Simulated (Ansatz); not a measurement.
## AlN, pressure series

Consider AlN in the rock salt structure (space group Fm-3m, No. 225; a = 4.045 Å; a model cell, its experimental status unchecked).

Cell and atoms are relaxed at each pressure.

The values are results of Ansatz (an electronic-structure program), PBEsol, PAW, cutoff 420 eV, no spin-orbit coupling, not measurements.

Candidates:
(a) pressure 10 GPa
(b) pressure 0.3 GPa
(c) pressure 1.5 GPa
(d) pressure 3 GPa

Base values:

```
Property   Result
--------  -------
Band gap  4.55 eV
```

**Question.** Order them by band gap, lowest first.

**Answer.** (b) pressure 0.3 GPa (4.56 eV), (c) pressure 1.5 GPa (4.60 eV), (d) pressure 3 GPa (4.65 eV), (a) pressure 10 GPa (4.89 eV)

Load acts through the strain it causes; cell and atoms are relaxed under it. Whether these cells are dynamically stable was not tested. No other phases were tried under pressure. The base started in P3_121 and relaxed to Fm-3m at this level. This is not the structure that AlN has at room temperature and ambient pressure.
